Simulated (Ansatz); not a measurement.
Reference: ScPd$_{3}$ (Pm-3m), PBEsol, DFPT electron-phonon coupling, linearised Boltzmann equation (plane waves, PAW, scalar-relativistic; Ansatz, an electronic-structure program); geometry: relaxed with this functional, without spin-orbit coupling.

```xyz
4
Lattice="3.9417 0.0000 0.0000 0.0000 3.9417 0.0000 0.0000 0.0000 3.9417" Properties=species:S:1:pos:R:3 pbc="T T T"
Sc     0.0000     0.0000     0.0000
Pd     1.9709     1.9709     0.0000
Pd     0.0000     1.9709     1.9709
Pd     1.9709     0.0000     1.9709
```

| Item | Result |
|---|---|
| resistivity at 300 K | 11.5 μΩ·cm |

Task: Replace Pd by Pt on the same sites and relax. What happens?

Result: ScPt$_{3}$ (Pm-3m): volume per atom 15.3 to 15.4 Å³; resistivity at 300 K rises (11.5 μΩ·cm to 14.2 μΩ·cm).

Task: Swap Sc for Lu, keeping the structure type. How do these values move?

Result: LuPd₃ (Pm-3m): volume per atom 15.3 to 16.2 Å³; resistivity at 300 K stays about the same (11.5 μΩ·cm to 10.8 μΩ·cm).

Task: Replace Sc by La on the same sites and relax. What happens?

Result: LaPd3 (Pm-3m): volume per atom 15.3 to 17.9 Å³; resistivity at 300 K falls (11.5 μΩ·cm to 7.5 μΩ·cm).

Moves up to 12 % count as about the same. Metals; harmonic phonons alone scatter; means over directions. Halving the electron mesh moves these values by up to 8 %; q meshes are mostly untested. Some of the runs warned that the eigensolver left states short of its tolerance. Spin-orbit coupling is left out.

Formula and space group known from diffraction (Crystallography Open Database), not checked to be the room-temperature form: LaPd3 (Pm-3m), LuPd3 (Pm-3m), ScPd3 (Pm-3m), ScPt3 (Pm-3m). The missing spin-orbit coupling matters most for LuPd3 (Pm-3m), ScPt3 (Pm-3m).
